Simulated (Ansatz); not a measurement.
# Several settings converged on Ge (P6_3/mmc, 4 atoms in the cell)

```yaml
crystal:
  lattice:
    - [3.97760, 0.00000, 0.00000]
    - [-1.98880, 3.44470, 0.00000]
    - [0.00000, 0.00000, 6.56638]
  atoms:
    - { symbol: Ge, position: [0.66667, 0.33333, 0.06290] }
    - { symbol: Ge, position: [0.33333, 0.66667, 0.93710] }
    - { symbol: Ge, position: [0.33333, 0.66667, 0.56290] }
    - { symbol: Ge, position: [0.66667, 0.33333, 0.43710] }
```

Base method: LDA (PW92), PAW files made with PBE (plane waves; Ansatz, an electronic-structure program).

Base settings: basis.ecutwfc = 30.9 Ry; kpoints.mp_grid.grid = 10 10 5; hamiltonian.xc = lda; hamiltonian.pseudopotentials = {kind: paw} (the program's default PAW files); scf.occupations.method = fermi_dirac; scf.occupations.width = 0.0073 Ry.

The count of work is k-points × plane waves × bands × iterations; it is no time. Core times come from one kind of shared machine, to one figure; runs under 30 s give none.

**Zone-centre phonons against the mesh**

In this ladder: phonons.method = dfpt.

Frequencies are those of the unrelaxed cell, without the LO-TO term of polar crystals.

Only quantities that move along the ladder and can be compared are tabulated.

| kpoints.mp_grid.grid | highest zone-centre frequency (cm⁻¹) | lowest optical frequency (cm⁻¹) | core time / last (rough) |
|---|---|---|---|
| 3 3 2 | 264.9 | 42.6 | – |
| 4 4 2 | 271.9 | 47.5 | – |
| 5 5 3 | 279.9 | 51.3 | – |
| 6 6 3 | 282.7 | 52.8 | – |
| 7 7 4 | 284.8 | 52.8 | 0.05 |
| 9 9 5 | 285.3 | 53.6 | 0.1 |
| 11 11 6 | 285.7 | 53.9 | 0.2 |
| 14 14 8 | 286.1 | 53.9 | 0.7 |
| 17 17 9 | 286.2 | 53.9 | 1 |

Coarsest kpoints.mp_grid.grid that holds the lowest optical frequency within 5 cm⁻¹ of the last step, with all finer ones: 5 5 3; the step before is off by 6.4 cm⁻¹.

Coarsest kpoints.mp_grid.grid that holds the highest zone-centre frequency within 5 cm⁻¹ of the last step, with all finer ones: 6 6 3; the step before is off by 6.3 cm⁻¹.

**The size of a vacancy's supercell**

On Ge (P6_3/mmc, 8 atoms in the cell), and larger cells.

Steps: 2 x 1 x 1 supercell, one Ge atom taken out, nothing relaxed; 2 x 2 x 1 supercell, one Ge atom taken out, nothing relaxed; and so on, with the mesh thinned in proportion.

Only quantities that move along the ladder and can be compared are tabulated.

```tsv
atoms	unrelaxed vacancy energy (eV)	count of work / last
8	2.472	0.31
16	2.522	0.34
32	2.504	1.0
```

Smallest size that holds the unrelaxed vacancy energy within 0.02 eV: not settled: the last two steps still differ by 0.018 eV, over half the tolerance, so the ladder does not show it.

On the base run: the starting cell comes from a database of computed structures (which also holds hypothetical and non-ambient phases and stackings), without a prior relaxation at this level. Its lattice was rescaled by up to half a per cent.

Left out of this page: 1 run of the series stopped by limits of time or memory.

Keys are those of Ansatz 0.2.
